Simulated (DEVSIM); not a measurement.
Device: W/La2O3/n-Ge capacitor, at 250 K.

Layer 1 from the left is La2O3, thickness (nm) 18.0. Layer 2 from the left is Ge, thickness (nm) 490, Nd (cm⁻³) 1.5e18.

Metal gate on the left, work function 4.6 eV. Fixed charge at the semiconductor interface 2.6e12 cm⁻² (in units of +e); no interface traps.

The device is made up for the run: typed textbook-type constants, with dimensions and the other settings drawn at random. Values at 300 K; Nc and Nv go as T^1.5, mobilities as T to minus their exponent, the gap by Varshni's rule with the affinity fixed.

La2O3: gap (eV) 5.8, affinity (eV) 1.8, permittivity 27. Ge: gap (eV) 0.664, affinity (eV) 4, permittivity 16, Nc (cm⁻³) 1.04e19, Nv (cm⁻³) 6e18, Varshni α (eV/K) 0.000477, Varshni β (K) 235.

Problem. Estimate by hand the flat-band voltage, the threshold voltage, and compare with a numerical solution.

Solution. 
- Flat-band voltage: C = 1.33 μF/cm², work-function difference 0.564 V; VFB = φms − qNf/C = 0.25 V; numerical 0.25 V.
- Threshold voltage: φF = 0.311 V, depletion charge √(4εqNφF) = 6.51e-7 C/cm²; VT = VFB − 2φF − Qd/C = -0.86 V; numerical -0.87 V.

Simulated with DEVSIM: 1D Poisson equation in equilibrium, Boltzmann statistics, complete ionisation; no quantum confinement or tunnelling. Metal contacts follow the ideal Schottky-Mott rule: no Fermi-level pinning, no interface dipoles.
